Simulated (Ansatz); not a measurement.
ZrSnO3 (model structure, started from the cubic perovskite type, Pm-3m, No. 221, 5 atoms in the cell) was calculated with r²SCAN0 in Ansatz (PAW).

Input:

Ansatz 0.2 input:
```yaml
crystal:
  lattice:
    - [4.1284381355, 0.0, 0.0]
    - [0.0, 4.1284381355, 0.0]
    - [0.0, 0.0, 4.1284381355]
  atoms:
    - { symbol: Sn, position: [0.0, 0.0, 0.0] }
    - { symbol: Zr, position: [0.5, 0.5, 0.5] }
    - { symbol: O, position: [0.0, 0.5, 0.5] }
    - { symbol: O, position: [0.5, 0.5, 0.0] }
    - { symbol: O, position: [0.5, 0.0, 0.5] }
basis:
  ecutwfc: 520
  ecutrho_ratio: 4
  xc_grid: 3
kpoints:
  mp_grid: { grid: [6, 6, 6] }
hamiltonian:
  xc: r2scan0
  dispersion: none
  pseudopotentials: { kind: paw }
scf:
  occupations: { method: fermi_dirac, width: 0.01 }
  convergence: { dr2_threshold: 0.0000000005 }
output:
  forces: true
  stress: true
  eigenvalues: true
```

Output (set-up and result lines):

```
WARN output.stress: scf.exx.energy_threshold = 1e-6 eV is looser than the 5e-8 eV advised for a stress under a hybrid functional (1e-8 eV for each atom of the …
Crystal: 5 atoms, lattice volume = 70.365 Å³
Basis set: ecut = 520 eV, 1863 PW (Γ), exchange–correlation on 96×96×96 points (27 copies of the dense FFT grid, shifted against one another)
Bands: 27, of which v1, the nominal top of the filled ones, is band 22 counted from 1 (21 counted from 0)
Symmetry: 48 space group operations
Space group: Pm-3m (ITA 221), of the structure as read, at distance tolerance 4.1e-5 Å
k-points: 20 of 216
Functional: x = r2scan, c = r2scan; τ floored in thin density (d = 2e-4 eV/Å³), warm-up for x = 0.75 r2scan + 0.25 exact, c = r2scan; τ floored in thin density (d = 2e-4 eV/Å³)
SCF iter   1: F=—  HF=-11943.875087 eV  |F-HF|=—  |Δ(HF+E_count)|=         —  Δρ=1.21e-2  dr2=1.29e-1  dr2_τ=2.28e-1
SCF iter   2: F=—  HF=-11943.938942 eV  |F-HF|=—  |Δ(HF+E_count)|=   6.39e-2  Δρ=1.05e-2  dr2=4.40e-2  dr2_τ=1.25e-2
  ...
Crystal: 5 atoms, lattice volume = 70.365 Å³
Initial density: handed on by an earlier stage of this run
Functional: x = 0.75 r2scan + 0.25 exact, c = r2scan; τ floored in thin density (d = 2e-4 eV/Å³)
Crystal: 5 atoms, lattice volume = 70.365 Å³
SCF iter   4: F=—  HF=-11941.770269 eV  |F-HF|=—  |Δ(HF+E_count)|=   1.21e-7  Δρ=3.48e-6  dr2=4.05e-9  dr2_τ=5.48e-10
SCF iter   5: F=-11941.770269 eV  HF=-11941.770269 eV  |F-HF|=3.09e-11  |Δ(HF+E_count)|=  2.51e-10  Δρ=8.48e-7  dr2=4.87e-10  dr2_τ=2.12e-11
SCF 3 converged in 5 iterations: F = -11941.770269 eV  dr2 = 4.87e-10
Free energy (F): -11941.770269 eV
Internal energy: -11941.770269 eV  (E = F + TS)
E sigma→0 (E₀):  -11941.770269 eV
Fermi energy:    10.344372 eV
--- Forces (eV/Å), atoms counted from 1 ---
  atom   1  Sn    -0.00000000     0.00000000    -0.00000000
  atom   2  Zr     0.00000000    -0.00000000    -0.00000000
  atom   3  O      0.00000000     0.00000000    -0.00000000
  atom   4  O      0.00000000    -0.00000000    -0.00000000
  atom   5  O      0.00000000    -0.00000000    -0.00000000
--- Stress (GPa, compression-positive) ---
       -0.373895       0.000000       0.000000
       -0.000000      -0.373895      -0.000000
        0.000000       0.000000      -0.373895
  P = ⅓ Tr σ = -0.3739 GPa (-3.739 kbar)
```

The PAW data were made under PBE.

Note: the relaxation could raise the start's symmetry but not lower it, so the cell can be a saddle point. Note: cell and atoms aren't relaxed at this level (pressure -0.4 GPa).

A model structure was made by putting elements into a prototype or built by hand; it is no filed structure, need not be a known phase, and can be a saddle point held by its symmetry.

Ansatz is an electronic-structure program.
